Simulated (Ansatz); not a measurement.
Cells marked so need not be the phases stable at ambient conditions, and some may be hypothetical.

By PBEsol, each system below comes out a metal.

G/A = (e²/h) × open channels of both spins per area, as a mean over 0.1 eV about the Fermi level, without spin-orbit coupling, for the cells as given.

A. LaMg (Pm-3m, CsCl type, not sure to be the ambient phase, 2 atoms a cell, 31.5 Å³ an atom, -2 GPa at this level), current normal to (111)
B. Ti2SnC (P6_3/mmc, not sure to be the ambient phase, 8 atoms a cell, 14.9 Å³ an atom, -4 GPa at this level), current normal to (110)
C. MgTl (Pm-3m, CsCl type, not sure to be the ambient phase, 2 atoms a cell, 24.1 Å³ an atom), current normal to (001)

**Question.** Put the candidates in order of ballistic conductance per area, lowest first, for PBEsol run with Ansatz (a program for electronic structure).

**Answer.** A (0.50 × 10¹⁵ S/m²), B (0.62 × 10¹⁵ S/m²), C (0.81 × 10¹⁵ S/m²)
